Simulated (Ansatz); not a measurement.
# Y5Ge3: pressure 10 GPa

Take Y₅Ge₃ (space group P6_3/mcm, No. 193; a = 8.421 Å, c = 6.336 Å; a cell from a computed database, its experimental status unchecked) as the base.

It is then changed as follows: cell and atoms relaxed at a pressure of 10 GPa.

All numbers come from plane-wave PAW DFT at the PBEsol level (Ansatz, a first-principles code, 420 eV), scalar-relativistic without spin-orbit coupling. k-mesh 5×5×6 (Γ-centred); smearing 0.05 eV (Fermi–Dirac).

| quantity | base | changed | shift |
|---|---|---|---|
| volume per atom | 24.32 Å³ | 21.82 Å³ | -2.493 Å³ |
| lattice parameter a | 8.421 Å | 8.175 Å | -0.246 Å |
| c/a ratio | 0.752 | 0.738 | -0.014 |
| enthalpy H = E + PV relative to the base's energy | – | +1.43 eV/atom | – |
| band gap | zero | zero | – |

Load acts through the strain it causes; cell and atoms are relaxed under it. Whether these cells are dynamically stable was not tested. Competing high-pressure phases were not computed. All final runs are without spin polarisation.
